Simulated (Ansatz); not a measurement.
# TiC: response to strain

The reference is TiC in the rock salt structure (space group Fm-3m, No. 225; a = 4.261 Å; relaxed with 0.1 eV smearing). Axes: x, y, z lie along the cube axes.

Strains are applied to the cell and any free atomic positions relax.

The values are results of LDA (Ansatz, a first-principles code; PAW; 420 eV plane waves; no spin-orbit coupling), not measurements.

Notes on the quantities. energy relative to the base: free energy F.

| change | shortest interatomic distance | energy relative to the base |
|---|---|---|
| base | 2.130 Å | 0 meV/atom |
| uniaxial strain ε_zz = −2.50 % | 2.077 Å | +12 meV/atom |
| uniaxial strain ε_zz = −2.00 % | 2.088 Å | +7.6 meV/atom |
| uniaxial strain ε_zz = −1.50 % | 2.099 Å | +4.2 meV/atom |
| uniaxial strain ε_zz = −1.00 % | 2.109 Å | +1.8 meV/atom |
| uniaxial strain ε_zz = −0.50 % | 2.120 Å | +0.4 meV/atom |
| uniaxial strain ε_zz = +1.00 % | 2.130 Å | +1.7 meV/atom |
| uniaxial strain ε_zz = +1.50 % | 2.130 Å | +3.8 meV/atom |
| uniaxial strain ε_zz = +2.00 % | 2.130 Å | +6.6 meV/atom |
| uniaxial strain ε_zz = +3.00 % | 2.130 Å | +14 meV/atom |

Stability against distortions was not tested. All final runs are without spin polarisation.
